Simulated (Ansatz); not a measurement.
**Pressure series in hypothetical zinc blende BiAs**

Take BiAs in the zinc blende structure (space group F-43m, No. 216; a = 6.704 Å; a hypothetical phase, not in the database extracts checked) as the base.

Cell and atoms are relaxed at each pressure.

All numbers come from plane-wave PAW DFT at the PBE level (Ansatz, a program for electronic structure, 420 eV), no spin-orbit coupling.

```json
[
 {"pressure (GPa)": "-2", "volume per atom (Å³/atom)": "39.997"},
 {"pressure (GPa)": "-1", "volume per atom (Å³/atom)": "38.748"},
 {"pressure (GPa)": "0", "volume per atom (Å³/atom)": "37.666"},
 {"pressure (GPa)": "0.3", "volume per atom (Å³/atom)": "37.376"},
 {"pressure (GPa)": "0.7", "volume per atom (Å³/atom)": "37.007"},
 {"pressure (GPa)": "1.5", "volume per atom (Å³/atom)": "?"},
 {"pressure (GPa)": "3", "volume per atom (Å³/atom)": "35.186"},
 {"pressure (GPa)": "7.5", "volume per atom (Å³/atom)": "32.572"},
 {"pressure (GPa)": "10", "volume per atom (Å³/atom)": "31.445"}
]
```

**Question.** Fit the third-order Birch–Murnaghan form P(V) = (3B₀/2)[(V₀/V)^(7/3) − (V₀/V)^(5/3)]·[1 + (3/4)(B₀′ − 4)((V₀/V)^(2/3) − 1)] (squares taken in P) to the rows shown and predict the withheld row.

**Answer.** Least squares on the printed values gives V₀ = 37.675 Å³/atom, B₀ = 38.0 GPa, B₀′ = 4.2; this predicts 36.322 Å³/atom, and the run gives 36.329 Å³/atom, 0.007 higher.

Load acts through the strain it causes; cell and atoms are relaxed under it. No phonon test of stability was made. No other phases were tried under pressure. All final runs are without spin polarisation.
